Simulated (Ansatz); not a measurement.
CsCl-type PdIn was calculated with PBE0 (plane waves, PAW; Ansatz, a first-principles code).

Settings: plane-wave cutoff 460 eV, 8×8×8 k mesh, Fermi–Dirac smearing 0.05 eV, scalar-relativistic PAW data made under PBE.

Computed at the level's own relaxed cell.

Task: Give the computed volume per atom, bulk modulus and equilibrium lattice constant a.

Result: 
- volume per atom: 17.45 Å³/atom
- bulk modulus: 128 GPa
- equilibrium lattice constant a: 3.268 Å

Spin–orbit coupling is not included.

Computed values are for the static lattice.

The result took very roughly 30 core-minutes.
